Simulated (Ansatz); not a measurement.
Base system: WSe2 (space group Fm-3m, No. 225; a = 6.2609 Å; ferromagnetic; a hypothetical phase, not in the database extracts checked; relaxed with 0.1 eV smearing). Axes: x, y, z lie along the cube axes.

Level of theory: plane-wave PAW DFT at the PBE level (Ansatz, a program for electronic structure, 420 eV), no spin-orbit coupling.

Now apply this change: the cell is compressed by 1.37 % along z with no lateral relaxation, atoms relaxed at fixed cell.

Question: Predict the stress tensor and what it implies for the stiffness.

Answer: Stress of the strained cell less that of the base (GPa, compression positive):
```
    0.9     0.0     0.0
    0.0     0.9     0.0
    0.0     0.0     2.9
```

Then −Δσ_ii/ε with ε = -0.0137 gives secant stiffness values (nonlinear terms included at this strain): C33 ≈ 212 GPa, C13 ≈ 63 GPa and C23 ≈ 63 GPa.

The magnetic state is the one reached from the starting moments; the real material's order can differ, and small cells can't hold many antiferromagnetic ones. Stability against distortions was not tested.
